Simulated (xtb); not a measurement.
xtb 6.7.1, GFN2-xTB: Mn(SH)(amdMe)(dme) (CC1[N](C)[Mn]2([SH])(<-[N]=1C)<-[O](C)CC[O]->2C), charge 0, multiplicity 6, 34 atoms. The geometry is a generated start, not checked to be a minimum at this level.

| Item | Value |
|---|---|
| method | GFN2-xTB |
| --acc | 1 (default) |
| --etemp (K) | 300 (default) |
| detailed input (--input) | none: ANC optimiser, Lindh (1995) Hessian, microcycle=20, maxdispl=1.0, hlow=0.01 (default) |
| basis functions | 88 |
| valence electrons | 87 |

Charge 0 and multiplicity 6 are set for this test and not shown to be the ground state. GFN-xTB has no spin term: --uhf 5 sets the occupations alone.

The structure is relaxed from this start with --opt LEVEL for the levels crude, sloppy, loose, lax, normal, tight, vtight, extreme, once each. Up to the end of the extreme run atoms move by at most 0.61 Å along an axis.

Question: What is the loosest level that ends within 1 meV of the extreme run, and how many cycles does it take?

Answer: vtight: 85 cycles against 94, ending 0.016 meV above.

```tsv
level	cycles	energy above the extreme run (meV)	gradient norm (eV/Å)
crude	1	8.7	0.13
sloppy	1	8.7	0.13
loose	1	8.7	0.13
lax	1	8.7	0.13
normal	13	5.3	0.018
tight	22	4.9	0.0043
vtight	85	0.016	0.0089
extreme	94	—	0.0018
```
